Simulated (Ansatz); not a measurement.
MoS2 (P6₃/mmc, No. 194, 6 atoms in the cell; start mp-1018809)

These are r²SCAN0 in Ansatz (plane waves, PAW) values and carry that method's errors.

Numerical settings: plane-wave cutoff 520 eV, 9×9×2 k mesh (along the axes of the cell as run), Fermi–Dirac smearing 0.01 eV, no spin polarisation, scalar-relativistic PAW data made under PBE.

Cell (relaxed with PBEsol):

```yaml
crystal:
  lattice:
    - [3.14265, 0.00000, 0.00000]
    - [-1.57132, 2.72161, 0.00000]
    - [0.00000, 0.00000, 13.03590]
  atoms:
    - { symbol: Mo, position: [0.00000, 0.00000, 0.25000] }
    - { symbol: Mo, position: [0.00000, 0.00000, 0.75000] }
    - { symbol: S, position: [0.33333, 0.66667, 0.36952] }
    - { symbol: S, position: [0.66667, 0.33333, 0.63048] }
    - { symbol: S, position: [0.66667, 0.33333, 0.86952] }
    - { symbol: S, position: [0.33333, 0.66667, 0.13048] }
```

```yaml
band_gap: 2.55 eV
smallest_direct_gap_on_the_k_points_sampled: 2.99 eV
"Γ–Γ gap": 3.95 eV
```

Note: cell and atoms aren't relaxed at this level (largest force component 0.29 eV/Å, pressure -0.5 GPa); the cell has widely spaced layers and the level no dispersion term, so their spacing and the moduli can rest on weak binding.

Spin–orbit coupling is not included.

Computed values are for the static lattice.

A start named mp-… is a Materials Project structure, which need not be a measured phase.

Ansatz is an electronic-structure program.
